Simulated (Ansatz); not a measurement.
System: BaBr2 (Pnma, No. 62). Method: r²SCAN+rVV10 (PAW; Ansatz, a first-principles code).

Run with plane-wave cutoff 500 eV, 6×8×4 k mesh (along the axes of the cell as run), Fermi–Dirac smearing 0.05 eV, scalar-relativistic PAW data made under PBE.

Cell (relaxed at this level):

```cif
data_Ba4Br8
_chemical_formula_sum 'Ba4 Br8'
_space_group_name_H-M_alt 'Pnma'
_space_group_IT_number 62
_space_group_name_Hall '-P 2ac 2n'
_cell_length_a 8.23383
_cell_length_b 4.93156
_cell_length_c 9.92108
_cell_angle_alpha 90.000
_cell_angle_beta 90.000
_cell_angle_gamma 90.000
loop_
_space_group_symop_operation_xyz
  'x, y, z'
  '-x, -y, -z'
  '-x+1/2, -y, z+1/2'
  'x+1/2, y, -z+1/2'
  'x+1/2, -y+1/2, -z+1/2'
  '-x+1/2, y+1/2, z+1/2'
  '-x, y+1/2, -z'
  'x, -y+1/2, z'
loop_
_atom_site_label
_atom_site_type_symbol
_atom_site_symmetry_multiplicity
_atom_site_Wyckoff_symbol
_atom_site_fract_x
_atom_site_fract_y
_atom_site_fract_z
_atom_site_occupancy
Ba1 Ba 4 c 0.24873 0.25000 0.88003 1
Br1 Br 4 c 0.02926 0.25000 0.17051 1
Br2 Br 4 c 0.14382 0.25000 0.56882 1
```

Task: Predict the band gap.

Result: 
- band gap = 4.66 eV (on the SCF k mesh)

Spin–orbit coupling is not included.

Static lattice: no zero-point or thermal effects.
